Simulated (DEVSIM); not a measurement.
Structure: Schottky contact on n-type Si, at 350 K.

| layer (left to right) | material | thickness (μm) | Nd (cm⁻³) | τn (s) | τp (s) |
|---|---|---|---|---|---|
| 1 | Si | 1.20 | 1.9e15 | 5.1e-7 | 5.1e-7 |

Left contact: Schottky, work function 4.76 eV, emission velocity 4.1e6 cm/s. Right contact: ohmic. Voltage is applied to the left contact. Recombination: SRH at mid-gap, Auger. Mobility is μmin + (μ − μmin)/(1 + (N/Nref)^α).

This is a model device: material constants are rounded textbook-type values typed into the input, and sizes, dopings and lifetimes were drawn at random. Values at 300 K; Nc and Nv go as T^1.5, mobilities as T to minus their exponent, the gap by Varshni's rule with the affinity fixed.

| parameter | Si |
|---|---|
| gap (eV) | 1.124 |
| affinity (eV) | 4.05 |
| permittivity | 11.7 |
| Nc (cm⁻³) | 2.86e19 |
| Nv (cm⁻³) | 3.1e19 |
| μn (cm²/Vs) | 1417 |
| μp (cm²/Vs) | 470 |
| μn,min | 52 |
| μp,min | 45 |
| Nref,n | 9.7e16 |
| Nref,p | 2.2e17 |
| αn | 0.68 |
| αp | 0.72 |
| T exponent of μn | 2.3 |
| T exponent of μp | 2.2 |
| Cn (cm⁶/s) | 2.8e-31 |
| Cp (cm⁶/s) | 9.9e-32 |
| Varshni α (eV/K) | 0.000473 |
| Varshni β (K) | 636 |

Simulated with DEVSIM: 1D drift-diffusion, Boltzmann statistics, complete ionisation; no tunnelling, impact ionisation, image-force lowering or self-heating. Metal contacts follow the ideal Schottky-Mott rule: no Fermi-level pinning, no interface dipoles.

Base results: dark forward voltage at 100 A/cm² (V) 0.399; dark forward voltage at 1 A/cm² (V) 0.210; potential step across the device at zero bias (V) 0.413; largest field in the device at zero bias (V/cm) 15000.

**Question.** What follows from this one change: doping Nd of layer 1 1.9e+15 → 1.9e+16 cm^-3?

**Answer.** dark forward voltage at 100 A/cm² 0.399 → 0.349 V; dark forward voltage at 1 A/cm² 0.210 → 0.202 V; potential step across the device at zero bias 0.413 → 0.482 V; largest field in the device at zero bias 15000 → 51000 V/cm.

**Question.** What follows from this one change: thickness of layer 1 1.2 → 0.72 μm?

**Answer.** dark forward voltage at 100 A/cm² 0.399 → 0.383 V; dark forward voltage at 1 A/cm² little changed (0.210 V); potential step across the device at zero bias little changed (0.413 V); largest field in the device at zero bias little changed (15000 V/cm).

**Question.** What follows from this one change: temperature 350 → 450 K?

**Answer.** dark forward voltage at 100 A/cm² 0.399 → 0.297 V; dark forward voltage at 1 A/cm² 0.210 → 0.066 V; potential step across the device at zero bias 0.413 → 0.313 V; largest field in the device at zero bias little changed (14000 V/cm).

**Question.** What follows from this one change: metal work function 4.76 → 4.91 eV?

**Answer.** dark forward voltage at 100 A/cm² 0.399 → 0.524 V; dark forward voltage at 1 A/cm² 0.210 → 0.353 V; potential step across the device at zero bias 0.413 → 0.563 V; largest field in the device at zero bias 15000 → 20000 V/cm.
